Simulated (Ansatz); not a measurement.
Start from LiF in the rock salt structure (space group Fm-3m, No. 225).

```xyz
2
Lattice="0.0000 1.9951 1.9951 1.9951 0.0000 1.9951 1.9951 1.9951 0.0000" Properties=species:S:1:pos:R:3 pbc="T T T"
F      0.0000     0.0000     0.0000
Li     1.9951     1.9951     1.9951
```

Cartesian axes are those of the cell as printed.

Method: r2SCAN (Ansatz, a quantum-chemistry and plane-wave program; PAW; 500 eV plane waves; spin-orbit coupling left out).

Strains are applied to the cell and any free atomic positions relax; under biaxial strain the out-of-plane vector relaxes too; under stress the whole cell relaxes.

One change was made to it. Results:

| quantity | base | after |
|---|---|---|
| valence-band top at Γ (three highest levels, from the VBM) | – | 0.00, 0.00, -0.02 eV |
| gap character | direct at Γ | direct at Γ |
| band gap | 10.33 eV | 10.27 eV |

**Question.** Which change produced these results?
A) biaxial strain +0.40 %, plane normal [001], relaxed out of plane
B) biaxial strain −2.81 %, plane normal [110], relaxed out of plane
C) biaxial strain +2.21 %, plane normal [001], relaxed out of plane
D) biaxial strain +1.23 %, plane normal [001], relaxed out of plane
E) uniaxial stress, 2 GPa compression along x

**Answer.** A, biaxial strain +0.40 %, plane normal [001], relaxed out of plane. For comparison, the band gap in the other runs: uniaxial stress, 2 GPa compression along x gives 10.38 eV; biaxial strain +2.21 %, plane normal [001], relaxed out of plane gives 10.01 eV; biaxial strain −2.81 %, plane normal [110], relaxed out of plane gives 10.60 eV; biaxial strain +1.23 %, plane normal [001], relaxed out of plane gives 10.15 eV.

Stability under load was not tested beyond the relaxation. k-point labels follow each cell's own Brillouin zone.
